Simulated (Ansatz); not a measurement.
## A computed series for TiAl: pressure series

Start from TiAl (space group P4/mmm, No. 123).

```xyz
2
Lattice="2.8243 0.0000 0.0000 0.0000 2.8243 0.0000 0.0000 0.0000 4.0708" Properties=species:S:1:pos:R:3 pbc="T T T"
Ti     0.0000     0.0000     0.0000
Al     1.4121     1.4121     2.0354
```

Cell and atoms are relaxed at each pressure.

Calculations: PBE in Ansatz (plane waves to 420 eV, PAW, without spin-orbit coupling).

```json
[
 {"pressure (GPa)": "-2", "volume per atom (Å³/atom)": "16.536"},
 {"pressure (GPa)": "-1", "volume per atom (Å³/atom)": "16.382"},
 {"pressure (GPa)": "0", "volume per atom (Å³/atom)": "16.235"},
 {"pressure (GPa)": "0.9", "volume per atom (Å³/atom)": "16.110"},
 {"pressure (GPa)": "2.1", "volume per atom (Å³/atom)": "15.950"},
 {"pressure (GPa)": "9", "volume per atom (Å³/atom)": "?"},
 {"pressure (GPa)": "15", "volume per atom (Å³/atom)": "14.584"},
 {"pressure (GPa)": "22.5", "volume per atom (Å³/atom)": "13.991"},
 {"pressure (GPa)": "30", "volume per atom (Å³/atom)": "13.492"}
]
```

Q: Fit the third-order Birch–Murnaghan form P(V) = (3B₀/2)[(V₀/V)^(7/3) − (V₀/V)^(5/3)]·[1 + (3/4)(B₀′ − 4)((V₀/V)^(2/3) − 1)] (squares taken in P) to the rows shown and predict the withheld row.

A: Least squares on the printed values gives V₀ = 16.236 Å³/atom, B₀ = 114 GPa, B₀′ = 3.8; this predicts 15.150 Å³/atom, and the run gives 15.149 Å³/atom, in agreement.

Load acts through the strain it causes; cell and atoms are relaxed under it. Whether these cells are dynamically stable was not tested. No other phases were tried under pressure. All final runs are without spin polarisation.

Ansatz is a program for electronic structure.
